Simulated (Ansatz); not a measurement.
Where the default PAW files enter, the runs use the earlier of Ansatz's two default sets.

# Evanescent states of SiO2 (P3_221, 9 atoms a cell, 12.6 Å³ an atom) along the normal of (110)

The numbers are results of r2SCAN (plane waves, PAW; Ansatz, a quantum-chemistry and plane-wave program), not measurements.

The gap is the functional's own, uncorrected, and κ follows it; spin-orbit coupling is left out. Mid-gap values are interpolated between the computed energies.

Energies count from the valence-band top; κ is the least over a 6×4 mesh across the current.

```json
[
 {"E (eV)": "0.15", "κ (1/Å)": "0.282", "where": "off Γ"},
 {"E (eV)": "0.45", "κ (1/Å)": "0.383", "where": "off Γ"},
 {"E (eV)": "0.75", "κ (1/Å)": "0.444", "where": "off Γ"},
 {"E (eV)": "1.05", "κ (1/Å)": "0.490", "where": "off Γ"},
 {"E (eV)": "1.35", "κ (1/Å)": "0.507", "where": "Γ"},
 {"E (eV)": "1.65", "κ (1/Å)": "0.515", "where": "Γ"},
 {"E (eV)": "1.95", "κ (1/Å)": "0.520", "where": "Γ"},
 {"E (eV)": "2.25", "κ (1/Å)": "0.522", "where": "Γ"},
 {"E (eV)": "2.55", "κ (1/Å)": "0.521", "where": "Γ"},
 {"E (eV)": "2.85", "κ (1/Å)": "0.518", "where": "Γ"},
 {"E (eV)": "3.15", "κ (1/Å)": "0.512", "where": "Γ"},
 {"E (eV)": "3.45", "κ (1/Å)": "0.503", "where": "Γ"},
 {"E (eV)": "3.75", "κ (1/Å)": "0.492", "where": "Γ"},
 {"E (eV)": "4.05", "κ (1/Å)": "0.477", "where": "Γ"},
 {"E (eV)": "4.35", "κ (1/Å)": "0.460", "where": "Γ"},
 {"E (eV)": "4.65", "κ (1/Å)": "0.438", "where": "Γ"},
 {"E (eV)": "4.95", "κ (1/Å)": "0.413", "where": "Γ"},
 {"E (eV)": "5.25", "κ (1/Å)": "0.382", "where": "Γ"},
 {"E (eV)": "5.55", "κ (1/Å)": "0.345", "where": "Γ"},
 {"E (eV)": "5.85", "κ (1/Å)": "0.298", "where": "Γ"},
 {"E (eV)": "6.15", "κ (1/Å)": "0.236", "where": "Γ"},
 {"E (eV)": "6.45", "κ (1/Å)": "0.141", "where": "Γ"}
]
```

Question: How thick must the barrier be to attenuate the transmission by 10^4 when the electrodes' Fermi level lies at 3.15 eV, and what attenuation does that film give at 3.75 eV?

Answer: d = 4 ln 10 / (2 × 0.512) = 9.0 Å. At 3.75 eV it gives 4 × 0.492/0.512 = 3.8 decades.
